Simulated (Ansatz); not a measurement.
The reference is Y in the hcp (Mg type) structure (space group P6_3/mmc, No. 194; relaxed with 0.1 eV smearing).

```
Y
1.0
    3.65235     0.00000     0.00000
   -1.82617     3.16303     0.00000
    0.00000     0.00000     5.70294
Y
2
Direct
  0.66667   0.33333   0.75000
  0.33333   0.66667   0.25000
```

Cartesian axes are those of the cell as printed.

Level of theory: PBE, PAW, 420 eV (Ansatz, an electronic-structure program; no spin-orbit coupling).

Base values:

| Item | Result |
|---|---|
| Pressure | 0.0 GPa |

Now apply this change: the cell is compressed by 3.00 % along z with no lateral relaxation, atoms relaxed at fixed cell.

Task: How does this affect the energy relative to the base and pressure?

Result: The energy rises by 7.6 meV/atom; the pressure (mean of the normal stresses, compression positive) goes from zero to 1.3 GPa.

The cells carry an imposed strain or load. No phonon test of stability was made. All final runs are without spin polarisation.
